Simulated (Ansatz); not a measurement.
# CdSe under a change: isotropic strain −4.91 %

The reference is CdSe in the wurtzite structure (space group P6_3mc, No. 186; a = 4.340 Å, c = 7.078 Å).

One thing is altered: an isotropic linear strain of −4.91 %; the atoms relax in the strained cell.

Calculations: plane-wave PAW DFT at the r2SCAN level (Ansatz, a program for electronic structure, 500 eV), no spin-orbit coupling. Settings: 9×9×5 k-points, 0.05 eV Fermi–Dirac smearing.

```json
[
 {"quantity": "volume per atom", "base": "28.86 Å³", "changed": "24.82 Å³", "shift": "-4.046 Å³"},
 {"quantity": "space group", "base": "P6_3mc (No. 186)", "changed": "P6_3mc (No. 186)", "shift": "–"},
 {"quantity": "shortest interatomic distance", "base": "265.5 pm", "changed": "252.6 pm", "shift": "-12.96 pm"},
 {"quantity": "energy relative to the base (free energy F)", "base": "0 meV/atom", "changed": "+120 meV/atom", "shift": "+120 meV/atom"},
 {"quantity": "pressure (mean of the normal stresses, compression positive)", "base": "0.0 kbar", "changed": "109.4 kbar", "shift": "+109.4 kbar"},
 {"quantity": "band gap", "base": "1.11 eV", "changed": "1.46 eV", "shift": "+0.35 eV"},
 {"quantity": "gap character", "base": "direct at Γ", "changed": "direct at Γ", "shift": "–"},
 {"quantity": "width of the top valence band", "base": "1.67 eV", "changed": "2.17 eV", "shift": "+0.50 eV"},
 {"quantity": "electron mass", "base": "0.093 mₑ along c, 0.10 mₑ across (at Γ)", "changed": "0.11 mₑ along c, 0.12 mₑ across (at Γ)", "shift": "–"},
 {"quantity": "valence-band top at Γ (three highest levels, from the VBM)", "base": "0.00, 0.00, -0.04 eV", "changed": "0.00, 0.00, -0.07 eV", "shift": "–"}
]
```

Final structure:

```yaml
crystal:
  lattice:
    - [4.12690, 0.00000, 0.00000]
    - [-2.06345, 3.57400, 0.00000]
    - [0.00000, 0.00000, 6.73050]
  atoms:
    - { symbol: Cd, position: [0.66667, 0.33333, 0.00038] }
    - { symbol: Cd, position: [0.33333, 0.66667, 0.50038] }
    - { symbol: Se, position: [0.66667, 0.33333, 0.62482] }
    - { symbol: Se, position: [0.33333, 0.66667, 0.12482] }
```

Cost of the whole job for the changed cell (relaxation, final SCF and bands): very roughly 2.2 core-minutes.

Effective masses come from finite differences of ±0.01 Å⁻¹. Stability against distortions was not tested.
